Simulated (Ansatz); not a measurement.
Consider the following.

Host crystal: tetragonal HfO2, with a band gap (PBE, scalar-relativistic without spin-orbit coupling).

End structure of Ag on the 1x1 (101) surface of tetragonal HfO2 (a metastable polymorph) (cut with top plane O), one in a 2x1 cell, started at the site 'bridge O-O (span 4.0 Å)':

```
CELL_PARAMETERS angstrom
      7.20873     0.00000     0.00000
      0.00000     6.37980     0.00000
      0.00000     0.00000    27.00000
ATOMIC_POSITIONS crystal
  O  0.25000 0.49823 0.35994
  O  0.75000 0.49823 0.35994
  O  0.00000 0.06249 0.36635
  O  0.50000 0.06249 0.36635
  Hf 0.00000 0.67743 0.39515
  Hf 0.50000 0.67743 0.39515
  Hf 0.25000 0.20103 0.38953
  Hf 0.75000 0.20103 0.38953
  O  0.25000 0.82681 0.41413
  O  0.75000 0.82681 0.41413
  O  0.00000 0.39012 0.42622
  O  0.50000 0.39012 0.42622
  O  0.25000 0.16626 0.46739
  O  0.75000 0.16626 0.46739
  O  0.00000 0.72762 0.47620
  O  0.50000 0.72762 0.47620
  Hf 0.00600 0.36155 0.50297
  Hf 0.50501 0.35113 0.50220
  Hf 0.24895 0.87049 0.49909
  Hf 0.75011 0.86836 0.49582
  O  0.25764 0.49581 0.52291
  O  0.75368 0.49943 0.52329
  O  0.00349 0.06838 0.53280
  O  0.48929 0.05237 0.53318
  O  0.22310 0.82089 0.57672
  O  0.75415 0.84357 0.57216
  O  0.00615 0.41227 0.58840
  O  0.51038 0.39052 0.58467
  Hf 0.99714 0.03182 0.61014
  Hf 0.50697 0.02869 0.60999
  Hf 0.27293 0.52919 0.60629
  Hf 0.75675 0.55847 0.60583
  O  0.25655 0.16563 0.63176
  O  0.74865 0.17160 0.63367
  O  0.94106 0.75609 0.64776
  O  0.50255 0.72538 0.63714
  Ag 0.12713 0.60297 0.70663
```

Set-up: 37 atoms, 7.6 Å thick at the start under the adsorbate (thin: gaps and levels are the slab's own); mesh 3x3x1; 0.01 eV smearing; dipole correction on; 16 atoms held, the rest relaxed; no symmetry held; spin-polarised, ending with about 1.0 μB a cell; orders that need a larger cell were not tried, no spin-orbit, no U, no dispersion correction. At the end it is bonded to Hf + O. In PBE it is, or lies within 0.03 eV of, the lowest of the starts that converged.

A negative adsorption energy means that the adsorbate is more stable on the surface than in its reference.

### Question
Estimate the change of the step from the bottom to the top vacuum level, against the clean slab that PBE (Ansatz, a quantum-chemistry and plane-wave program) returns for this input.

### Answer
-0.25 eV

### Question
What is the computed adsorption energy against an atom of fcc Ag (PBE)?

### Answer
2.01 eV
